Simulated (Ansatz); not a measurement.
Worked sum: formation energy of the neutral V_O in CaO (rock salt, Fm-3m)

Consider the formation energy of the neutral V_O in CaO (rock salt, Fm-3m). Reaction: 32 CaO (rock salt) → cell A + 1/2 O2 (gas).

A: a supercell of 64 sites of CaO (rock salt, Fm-3m) with one empty O site amid 6 Ca; spin state with PBE: run without spin.

Setting: static, neutral cells in Ansatz (PAW) whose structures rest at the PBE level. Ansatz (a quantum-chemistry and plane-wave program) runs with its PAW set soft_1. Other levels take these structures. The lattices are those relaxed with PBE, so at other levels the solids can be strained, which adds to the spread. Larger cells are relaxed from a start prepared with the learned potential CHGNet, on a coarser mesh till forces fall under 0.03 eV/Å, which some starts already meet. A dispersion term (D3(BJ), or D4 for r2SCAN) was computed beside these levels and is taken off wherever the name lacks it. Space groups of crystals are read within 0.01 Å. Mesh and cell size may move defect energies by 0.1 eV or more. The value holds for the reservoirs listed; other chemical potentials shift it. Cell A has symmetry Pm-3m within 0.02 Å and got no random move, so less symmetric positions, which may lie lower, weren't tried.

Total energies of the cells in eV, at zero smearing width. They compare only within one column; the weights balance every element.

```json
[
 {"cell": "A: CaO:V_O", "atoms": "63", "weight": "+1", "r2SCAN": "-76037.63755", "LDA": "-74051.33124"},
 {"cell": "CaO (rock salt)", "atoms": "64", "weight": "−1", "r2SCAN": "-76610.84704", "LDA": "-74610.83459"},
 {"cell": "O2 (gas)", "atoms": "2", "weight": "+1/2", "r2SCAN": "-1131.97288", "LDA": "-1104.71534"}
]
```

r2SCAN: (-76037.63755) − (-76610.84704) + 1/2 × (-1131.97288) = 7.223 eV.

LDA: (-74051.33124) − (-74610.83459) + 1/2 × (-1104.71534) = 7.146 eV.
